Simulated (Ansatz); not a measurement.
Consider the following.

```
CELL_PARAMETERS angstrom
      0.00000     2.26008     2.26008
      2.26008     0.00000     2.26008
      2.26008     2.26008     0.00000
ATOMIC_POSITIONS crystal
  B  0.00000 0.00000 0.00000
  P  0.25000 0.25000 0.25000
```

All values below come from r2SCAN, rigid bands (plane waves, PAW, scalar-relativistic; Ansatz, a program for electronic structure). Condition of this run: functional r2SCAN on the same cell. Cell: cell and atoms relaxed with PBEsol.

### Question
Predict the electron conductivity mass (n e² τ/σ) at 300 K, by direction if it differs.

### Answer
0.32 mₑ.

### Question
What conductivity effective mass do dilute holes have at 300 K?

### Answer
0.36 mₑ.

### Question
And the band gap?

### Answer
1.39 eV at this level; semilocal functionals usually fall short of the measured gap.

Rigid bands, one relaxation time for all states, no polarons. Spin-orbit coupling is left out; where it splits the top of the valence band it changes the hole mass and lowers the gap by about a third of the splitting. Geometry: cell and atoms relaxed with PBEsol.
